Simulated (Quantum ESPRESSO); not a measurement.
A user runs Quantum ESPRESSO on MnGe (P2_13, 8 atoms in the cell) and asks whether the run is sound. The aim is a self-consistent single point with DFT, LDA (PZ), plane waves, GBRV 1.5 ultrasoft (LDA) pseudopotentials.

Cell that was meant: a = 4.7250 Å, b = 4.7250 Å, c = 4.7250 Å, α = 90.00°, β = 90.00°, γ = 90.00°.

Part of the input:

```fortran
    occupations = 'smearing',
    smearing = 'gaussian',
    degauss = 0.0147,
    nbnd = 58,
    nspin = 2,
    starting_magnetization(1) = 0.267,
/
```

The program printed (abridged):

```
     Message from routine setup:
     using ibrav=0 with symmetry is DISCOURAGED, use correct ibrav instead
     G-vector sticks info
   [... lines left out ...]
        k(    1) = (   0.0000000   0.0000000   0.0000000), wk =   0.0029155
        k(    2) = (   0.0000000   0.0000000   0.1428571), wk =   0.0174927
        k(    3) = (   0.0000000   0.0000000   0.2857143), wk =   0.0174927
   [... 21 lines left out ...]

     Dense  grid:    96105 G-vectors     FFT dimensions: (  60,  60,  60)

     Smooth grid:    33881 G-vectors     FFT dimensions: (  48,  48,  48)

     Initial potential from superposition of free atoms

     starting charge     113.9969, renormalised to     116.0000
     Self-consistent Calculation

     iteration #  1     ecut=    50.00 Ry     beta= 0.40

     total energy              =   -1696.24933678 Ry
     estimated scf accuracy    <       3.25192410 Ry

     total magnetization       =    -0.00 Bohr mag/cell
     absolute magnetization    =     4.28 Bohr mag/cell

     iteration #  2     ecut=    50.00 Ry     beta= 0.40

     total energy              =   -1696.36498225 Ry
     estimated scf accuracy    <       3.20953166 Ry

     total magnetization       =     0.00 Bohr mag/cell
     absolute magnetization    =     4.20 Bohr mag/cell

   [... lines left out ...]

     iteration # 23     ecut=    50.00 Ry     beta= 0.40

     Magnetic moment per site  (integrated on atomic sphere of radius R)
     atom   1 (R=0.211)  charge= 13.1951  magn=  0.0000
     atom   2 (R=0.211)  charge= 13.1951  magn=  0.0000
     atom   3 (R=0.211)  charge= 13.1951  magn=  0.0000
     atom   4 (R=0.211)  charge= 13.1951  magn=  0.0000
     atom   5 (R=0.211)  charge= 11.7946  magn= -0.0000
     atom   6 (R=0.211)  charge= 11.7946  magn= -0.0000
     atom   7 (R=0.211)  charge= 11.7946  magn= -0.0000
     atom   8 (R=0.211)  charge= 11.7946  magn= -0.0000
     End of self-consistent calculation

     the Fermi energy is    17.4378 ev

!    total energy              =   -1697.16303901 Ry
     estimated scf accuracy    <          8.6E-11 Ry
     smearing contrib. (-TS)   =      -0.00000000 Ry
     internal energy E=F+TS    =   -1697.16303901 Ry

     total magnetization       =     0.00 Bohr mag/cell
     absolute magnetization    =     0.00 Bohr mag/cell

     convergence has been achieved in  23 iterations

     Forces acting on atoms (cartesian axes, Ry/au):

     atom    1 type  1   force =    -0.00869358   -0.00869358    0.00869358
     atom    2 type  1   force =     0.00869358    0.00869358    0.00869358
     atom    3 type  1   force =    -0.00869358    0.00869358   -0.00869358
   [... lines left out ...]

     Total force =     0.030150     Total SCF correction =     0.000004

          total   stress  (Ry/bohr**3)                   (kbar)     P=     -173.61
  -0.00118018   0.00000000   0.00000000         -173.61        0.00        0.00
   0.00000000  -0.00118018   0.00000000            0.00     -173.61        0.00
   0.00000000   0.00000000  -0.00118018            0.00        0.00     -173.61

   JOB DONE.
```

Question: Can these results be used? Check the input.

Answer: The run is not sound. The fault is too few bands. Each band holds two electrons without spin (one with spinors), and smearing needs some empty bands above the Fermi level. To fix it, raise the band count or leave it to the default. The run converged in 23 iterations without an error; against the sound input the free energy rises by 64.6 meV/atom, the pressure goes from -10.91 to -17.36 GPa, the largest force goes from 0.176 to 0.387 eV/Å and the size of the net moment goes from 0.87 to 0.00 μB/atom. The full log also holds: “c_bands:  1 eigenvalues not converged” and “c_bands:  2 eigenvalues not converged”.

An input that runs soundly differs in these lines (not the only fix; some lines may just follow from the change or write a value another way):
```diff
-    nbnd = 58,
```

With that input, the run converged in 16 iterations: free energy E − TS -23091.5959 eV; Fermi level (on the code's own zero) 16.00 eV; pressure -10.91 GPa; largest force (vector length) 0.176 eV/Å; size of the cell's spin moment 6.93 μB (DFT, LDA (PZ), plane waves, GBRV 1.5 ultrasoft (LDA) pseudopotentials).

On the sound input: the starting cell comes from a database of computed structures (which also holds hypothetical and non-ambient phases and stackings), without a prior relaxation at this level. The magnetic order is the one reached from the typed start; others were not searched systematically. With a pressure of about -11 GPa the cell is away from its equilibrium volume at this level.
